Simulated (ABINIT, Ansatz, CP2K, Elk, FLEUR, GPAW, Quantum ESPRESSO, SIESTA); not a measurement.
# One structure in several programs: NaF (Fm-3m, 2 atoms in the cell)

Self-consistent single point.

```xyz
2
Lattice="0.0000 2.2674 2.2674 2.2674 0.0000 2.2674 2.2674 2.2674 0.0000" Properties=species:S:1:pos:R:3 pbc="T T T"
Na     0.0000     0.0000     0.0000
F      2.2674     2.2674     2.2674
```

All programs got the same cell, k-point mesh and kind of occupations (some realise fixed ones as a very narrow smearing) (in Ansatz's words: kpoints.mp_grid.grid = 10 10 10; scf.occupations.method = fixed); potentials, basis and cutoffs are each program's usual ones.

```tsv
code	model	pressure (GPa)	gap on the mesh (eV)	k-points	cutoff
GPAW	PBE, GPAW PAW datasets PBE (gpaw-data 1.0.1)	–	6.698	47	950 eV
ABINIT	PBE, norm-conserving pseudopotentials (PseudoDojo nc-sr-05 PBE standard)	6.11	6.709	47	44 Ha
Quantum ESPRESSO	PBE, PseudoDojo stringent norm-conserving (PBE) pseudopotentials	6.10	6.709	47	90 Ry
Ansatz	PBE, default PAW files	5.70	6.682	47	default
SIESTA	GGA PBE, numerical atomic orbitals DZP, PseudoDojo PBE standard norm-conserving potentials (rewritten from UPF to PSML)	4.82	6.570	560	grid 400 Ry
Elk	PBE, all-electron FP-LAPW, Elk's shipped species files, APW+lo basis with extra local orbitals	–	6.730	47	rgkmax 7.5
CP2K	PBE, GPW, DZVP-MOLOPT-PBE-GTH basis, GTH-PBE potentials (POTENTIAL_UZH)	7.20	6.664	504	grid 1000 Ry
FLEUR	PBE, all-electron FLAPW (FLEUR), scalar-relativistic valence	–	6.863	47	Kmax 4.4 1/bohr
```

A dash marks a value that a program does not give, or that is left out as unsure.

Gaps are read on the mesh.

The spread over the programs that give each value: pressure within 2.38 GPa; gap on the mesh within 0.293 eV.

The starting cell comes from a database of computed structures (which also holds hypothetical and non-ambient phases and stackings), without a prior relaxation at this level. Its lattice was rescaled by a random factor within 2.5 % of one. On Ansatz's run: In the base run, with a pressure of about 6 GPa the cell is away from its equilibrium volume at this level.

### Question
Why do the programs differ, and what cannot be compared?

### Answer
Differences of this kind can come from the potentials, where these differ, and from what each basis and cutoff leave unconverged. The valence holds different numbers of electrons (GPAW 14, ABINIT 16, Quantum ESPRESSO 16, Ansatz (a quantum-chemistry and plane-wave program) 16, SIESTA 16, CP2K 16, FLEUR 16). The zero of total energies and Fermi levels follows the potentials and each program's conventions, so they are not compared here. SIESTA and CP2K use small atom-centred bases, whose incompleteness enters pressures, forces and empty levels differently from a plane-wave cutoff. Elk and FLEUR treat all electrons, but the usual bases taken here (sphere radii, linearisation, local orbitals, empty states) were not tested for convergence, so the values are no reference for the others. Ansatz's pressure is given at a fixed set of plane waves, as the other plane-wave codes print theirs; with its correction for the finite basis it is 6.19 GPa (the shift of 0.49 GPa shows how far the cutoff is from converged). The pressure of GPAW is left out: its cutoff lies under the one at which its stress was checked. The programs reduce the same mesh by symmetry to different extents, which changes the work and not the result. In the pressure, SIESTA (by 1.28) and CP2K (by 1.10) lie more than 1 GPa from the median of the plane-wave programs. In the gap, SIESTA (by 0.134) and FLEUR (by 0.160) lie more than 0.12 eV from the median of the plane-wave programs.

Keys are those of Ansatz 0.2.
